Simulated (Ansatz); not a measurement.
CdS (Fm-3m, No. 225, 4 atoms in the cell; start mp-1181862; high-pressure phase) was calculated with HSE06 in Ansatz (plane waves, PAW).

Numerical settings: plane-wave cutoff 460 eV, 6×6×6 k mesh, Fermi–Dirac smearing 0.01 eV, scalar-relativistic PAW data made under PBE.

Cell (relaxed with PBEsol):

```cif
data_Cd4S4
_chemical_formula_sum 'Cd4 S4'
_space_group_name_H-M_alt 'Fm-3m'
_space_group_IT_number 225
_space_group_name_Hall '-F 4 2 3'
_cell_length_a 5.39712
_cell_length_b 5.39712
_cell_length_c 5.39712
_cell_angle_alpha 90.000
_cell_angle_beta 90.000
_cell_angle_gamma 90.000
loop_
_atom_site_label
_atom_site_type_symbol
_atom_site_symmetry_multiplicity
_atom_site_Wyckoff_symbol
_atom_site_fract_x
_atom_site_fract_y
_atom_site_fract_z
_atom_site_occupancy
Cd1 Cd 4 b 0.50000 0.50000 0.50000 1
S1 S 4 a 0.00000 0.00000 0.00000 1
```
(The calculation used a cell of 4 atoms; values per cell refer to that cell.)

Q: Predict the band gap and smallest direct gap on the k points sampled.

A: 
band gap: 1.25 eV (on the SCF k mesh)
smallest direct gap on the k points sampled: 2.10 eV

Note: cell and atoms aren't relaxed at this level (pressure 2.7 GPa).

Spin–orbit coupling is not included.

Static lattice: no zero-point or thermal effects.

The result took very roughly 4 core-minutes.

A start named mp-… is a Materials Project structure, which need not be a measured phase.

Ansatz is a quantum-chemistry and plane-wave program.
